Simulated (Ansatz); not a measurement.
Consider MgSe in the rock salt structure (space group Fm-3m, No. 225; a = 5.472 Å). Axes: x, y, z lie along the cube axes.

The values are results of r2SCAN, PAW, 500 eV (Ansatz, a program for electronic structure; without spin-orbit coupling), not measurements.

Before the change:

| Item | Value |
|---|---|
| Band gap | 2.48 eV |

Now apply this change: a free-standing slab of 1 layer (2 atoms, 2 a layer) is cut normal to the z axis, with 15 Å of vacuum and the in-plane cell held at bulk; forces were under the threshold from the start, so the atoms kept their bulk positions.

Q: How does this affect the gap character and band gap?

A: The gap character amounts to direct at M; the band gap shrinks by 0.51 eV (2.48 eV → 1.97 eV).

Whether these cells are dynamically stable was not tested. Labels are those of the standard path for the cell's own space group.
